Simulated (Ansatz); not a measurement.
The reference is WC (space group P-6m2, No. 187; a = 2.922 Å, c = 2.846 Å; relaxed with 0.1 eV smearing).

All numbers come from DFT with PBE, PAW potentials and a 420 eV plane-wave cutoff in Ansatz (an electronic-structure program), without spin-orbit coupling.

Base values:

Pressure: 0.0 GPa
Band gap: zero

Now apply this change: every lattice vector is shortened by 2.50 %; the atoms relax in the strained cell.

Question: Predict the new energy relative to the base, pressure and band gap.

Answer: The energy increases by 77 meV/atom; the pressure (mean of the normal stresses, compression positive) goes from zero to 34.4 GPa; the band gap remains zero.

Whether these cells are dynamically stable was not tested. The final runs are not spin-polarised.
